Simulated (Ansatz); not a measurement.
The reference is SiO2 in the rutile structure (space group P4_2/mnm, No. 136).

```
CELL_PARAMETERS angstrom
      4.19455     0.00000     0.00000
      0.00000     4.19455     0.00000
      0.00000     0.00000     2.67846
ATOMIC_POSITIONS crystal
  Si 0.50000 0.50000 0.50000
  Si 0.00000 0.00000 0.00000
  O  0.80606 0.80606 0.50000
  O  0.30606 0.69394 0.00000
  O  0.69394 0.30606 0.00000
  O  0.19394 0.19394 0.50000
```

Levels (all Ansatz, a quantum-chemistry and plane-wave program, PAW): PBEsol (420 eV, spin-orbit coupling left out); HSE06 (420 eV, without spin-orbit coupling).

The geometry is relaxed with PBEsol.

| Property | Value |
|---|---|
| PBEsol lowest conduction level above the VBM at special points | Γ 5.35 eV; A 6.97 eV; M 7.19 eV |

What does HSE06 give at this geometry for the lowest conduction level above the VBM at special points?

The lowest conduction level above the VBM at special points changes from Γ 5.35 eV; A 6.97 eV; M 7.19 eV to Γ 7.50 eV; A 9.20 eV; M 9.46 eV.

Single points use the geometry relaxed with PBEsol. The levels and masses belong to the bands next to the band gap. Whether these cells are dynamically stable was not tested.
